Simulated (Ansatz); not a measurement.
Input:

```xyz
5
Lattice="3.9949 0.0000 0.0000 0.0000 3.9949 0.0000 0.0000 0.0000 3.9949" Properties=species:S:1:pos:R:3 pbc="T T T"
K      1.9974     1.9974     1.9974
Ta     0.0000     0.0000     0.0000
O      0.0000     1.9974     0.0000
O      1.9974     0.0000     0.0000
O      0.0000     0.0000     1.9974
```

Space group of this cell: Pm-3m, cubic perovskite. The cell is taken as given; by r2SCAN its mean pressure is -0.7 GPa.

The current runs along the normal of the first two printed vectors, the (001) plane. All runs by Ansatz (a program for electronic structure), plane waves and PAW, without spin-orbit coupling; the base is r2SCAN.

```json
[
 {"run": "base", "mean pressure (GPa)": "-0.7", "gap (eV)": "2.62", "mid-gap κ (1/Å)": "0.258"},
 {"run": "all lengths scaled by 0.98", "mean pressure (GPa)": "13.5", "gap (eV)": "(withheld)", "mid-gap κ (1/Å)": "(withheld)"},
 {"run": "all lengths scaled by 1.02", "mean pressure (GPa)": "-11.4", "gap (eV)": "2.46", "mid-gap κ (1/Å)": "0.255"},
 {"run": "lengths across the current scaled by 0.98, ions clamped", "mean pressure (GPa)": "8.5", "gap (eV)": "2.70", "mid-gap κ (1/Å)": "0.262"},
 {"run": "lengths across the current scaled by 1.02, ions clamped", "mean pressure (GPa)": "-8.1", "gap (eV)": "(withheld)", "mid-gap κ (1/Å)": "0.255"},
 {"run": "lengths along the current scaled by 0.97, ions clamped", "mean pressure (GPa)": "6.4", "gap (eV)": "2.63", "mid-gap κ (1/Å)": "0.257"},
 {"run": "lengths along the current scaled by 1.03, ions clamped", "mean pressure (GPa)": "-6.1", "gap (eV)": "(withheld)", "mid-gap κ (1/Å)": "0.258"}
]
```

Question: Some entries are withheld; supply them.

Answer: 
- all lengths scaled by 0.98, gap (eV): 2.77
- all lengths scaled by 0.98, mid-gap κ (1/Å): 0.261
- lengths across the current scaled by 1.02, ions clamped, gap (eV): 2.47
- lengths along the current scaled by 1.03, ions clamped, gap (eV): 2.50
